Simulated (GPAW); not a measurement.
Pressure against volume in Mg3Sb2 (space group 164) (GPAW, LDA)

```yaml
crystal:
  lattice:
    - [4.38265, 0.00000, 0.00000]
    - [-2.19132, 3.79548, 0.00000]
    - [0.00000, 0.00000, 6.94880]
  atoms:
    - { symbol: Mg, position: [0.00000, 0.00000, 0.00000] }
    - { symbol: Mg, position: [0.33333, 0.66667, 0.63400] }
    - { symbol: Mg, position: [0.66667, 0.33333, 0.36600] }
    - { symbol: Sb, position: [0.33333, 0.66667, 0.22800] }
    - { symbol: Sb, position: [0.66667, 0.33333, 0.77200] }
```

Computed with LDA (Perdew-Wang 92), GPAW PAW datasets LDA (gpaw-data 1.0.1) (plane waves; GPAW). Settings: mode = pw; ecut = 780 eV; xc = LDA; kpts = 9 9 5; mesh shift (steps) = 0 0 0; occupations.name = fermi-dirac; occupations.width = 0.01 eV; nbands = -4; convergence.density = 1e-05 e/electron; convergence.bands = -2; symmetry.symmorphic = false; symmetry.tolerance = 0.0005; maxiter = 100. The cell above is the first row's. The rows scale it uniformly. In all rows fractional positions and the k mesh are held.

| V (Å^3/atom) | P (GPa) |
|---|---|
| 23.118 | 4.56 |
| 23.620 | 3.14 |
| 24.123 | 1.87 |
| 24.625 | 0.72 |
| 25.128 | -0.30 |
| 25.630 | -1.23 |
| 26.133 | -2.07 |
| 26.636 | -2.82 |
| 27.138 | ? |

Fit P of the 8 rows that show it with a cubic. With u = V - 24.9, the rows have u = -1.7820, -1.2800, -0.7770, -0.2750, 0.2280, 0.7300, 1.2330, 1.7360. Least squares gives P = 0.147 - 2.0357·u + 0.2167·u² - 0.01689·u³. Residuals (row less fit): 0.002, -0.003, 0.003, -0.004, 0.006, 0.000, -0.005, 0.002; standard error 0.005 (degrees of freedom: 4). The fitted pressure is zero at V0 = 24.97, where dP/dV = -2.004, so B0 = -V0·dP/dV = 50.1 GPa.

**Question.** Estimate the missing P (V = 27.138); what did the run itself give?

**Answer.** u = 2.2380, so P = 0.147 - 2.0357 × 2.2380 + 0.2167 × 2.2380² - 0.01689 × 2.2380³ = -3.513 GPa. The calculation gives -3.50 GPa, 0.013 GPa above the prediction (0.2 % of the range of P in the table). The row lies outside the fitted rows, so this is an extrapolation. From the scatter of the fitted rows alone, a prediction at this place has a standard error of 0.013 GPa, so the miss is 1.0 times that.

Carrying the step between the two nearest rows on in a straight line would have given -3.57, off by 0.07; series whose last step already gives the withheld value aren't shown. The scan was laid around a cell of about the measured size, scaled by a guess for this functional; axis ratios and inner coordinates come from that cell. The runs keep the symmetry of the cell, so they don't test it for distortions. Spin-orbit coupling is off. The shape of the cell and the inner coordinates aren't relaxed, so V0 and B0 belong to this uniform scaling; a relaxed crystal lies no higher in energy and is usually softer (forces reach 0.36 eV/Å in these rows). Cutoffs and mesh are single choices, not tested for convergence of this quantity. Series with a scatter that would blur these digits, or in which a gap closes, are not shown.
